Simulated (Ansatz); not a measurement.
This concerns the formation energy of O_i in Ti (hcp, P6₃/mmc). Reaction: 1/2 TiO2 (rutile) + 71/2 Ti (hcp) → cell A.

Cell A: a supercell of 36 sites of Ti (hcp, P6₃/mmc) with O off the lattice sites (6 Ti at 2.08 Å); spin state with PBE: run without spin, k-point mesh 5×5×4.
```xyz
37
Lattice="8.8196 0.0000 0.0000 -4.4098 7.6380 0.0000 0.0000 0.0000 9.3075" Properties=species:S:1:pos:R:3 pbc="T T T"
Ti     0.0023    -0.0018     0.0011
Ti    -0.0085     1.6928     2.3256
Ti    -0.0054     0.0027     4.6440
Ti    -0.0127     1.6903     7.0031
Ti    -1.4706     2.5495     0.0011
Ti    -1.4707     4.2397     2.3247
Ti    -1.4706     2.5405     4.6440
Ti    -1.4706     4.2487     6.9893
Ti     5.8869     5.0965     0.0002
Ti    -2.9437     6.7911     2.3247
Ti     5.8911     5.0989     4.6303
Ti    -2.9359     6.7866     6.9893
Ti     2.9391    -0.0091     0.0002
Ti     2.9392     1.6864     2.3318
Ti     2.9392    -0.0140     4.6303
Ti     2.9393     1.6940     7.0189
Ti     1.4598     2.5405    -0.0060
Ti     1.4598     4.2487     2.3319
Ti     1.4664     2.5442     4.6145
Ti     1.4664     4.2450     7.0189
Ti    -0.0085     5.0964     0.0002
Ti     0.0023     6.7910     2.3247
Ti    -0.0127     5.0989     4.6303
Ti    -0.0054     6.7865     6.9893
Ti     5.8759    -0.0018     0.0011
Ti     5.8869     1.6927     2.3256
Ti     5.8837     0.0026     4.6440
Ti     5.8911     1.6903     7.0031
Ti     4.4186     2.5405    -0.0060
Ti     4.4186     4.2487     2.3318
Ti     4.4121     2.5443     4.6145
Ti     4.4120     4.2449     7.0189
Ti     2.9392     5.1028    -0.0060
Ti     2.9391     6.7983     2.3256
Ti     2.9393     5.0953     4.6145
Ti     2.9392     6.8032     7.0031
O      2.9391     3.3946     5.8167
```

Reference: TiO2 (rutile, P4₂/mnm), 6 atoms in the cell; spin state with PBE: run without spin, k-point mesh 12×8×8 on the run's own vectors. Conventional cell: a = 4.6433 Å, b = 4.6433 Å, c = 2.9639 Å, α = 90.00°, β = 90.00°, γ = 90.00°.

Reference: Ti (hcp, P6₃/mmc), 36 atoms in the cell, the relaxed perfect crystal repeated, atoms not moved again; spin state with PBE: run without spin, k-point mesh 5×5×4 on the run's own vectors.

Computed with Ansatz (plane waves, PAW), its default PAW set, cutoff 420 eV. The structures are at rest with PBE, within the held lattices. Neutral cells; Fermi-Dirac smearing of at most 0.10 eV in the solids, energies taken to zero width. Larger cells are relaxed from a start prepared with the learned potential CHGNet, on a coarser mesh till forces fall under 0.03 eV/Å, which some starts already meet. A dispersion term (D3(BJ), or D4 for r2SCAN) was computed beside these levels and is taken off wherever the name lacks it. Space groups of crystals are read within 0.01 Å. Static lattices, no vibrational contributions. No structure search was made; lower ones may exist. No correction for cell size. Mesh and cell size may move defect energies by 0.1 eV or more. Cell A has symmetry P-3m1 within 0.02 Å and got no random move, so less symmetric positions, which may lie lower, weren't tried.

Question: Give the value at the level PBE.

Answer: -1.02 eV, for 1/2 TiO2 (rutile) + 71/2 Ti (hcp) → cell A.

Ansatz is an electronic-structure program.
